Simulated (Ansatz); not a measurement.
Base system: Cu$_{3}$N (space group Pm-3m, No. 221; a = 3.8269 Å).

The values are results of PBE (Ansatz, a first-principles code), no spin-orbit coupling, not measurements.

Strains are applied to the cell and any free atomic positions relax.

One change was made to it. Results:

| quantity | base | after |
|---|---|---|
| energy relative to the base (free energy F) | 0 meV/atom | +37 meV/atom |
| band gap | 0.22 eV | 0.50 eV |
| gap character | indirect, R → M | indirect, R → M |

Task: Which change produced these results?
A) isotropic strain +3.00 %
B) isotropic strain +2.40 %
C) isotropic strain +1.20 %

Result: A, isotropic strain +3.00 %. For comparison, the band gap in the other runs: isotropic strain +2.40 % gives 0.45 eV; isotropic strain +1.20 % gives 0.34 eV.

No phonon test of stability was made. All final runs are without spin polarisation. A zero or small gap of Cu3N can be the functional's error rather than a property of the material.
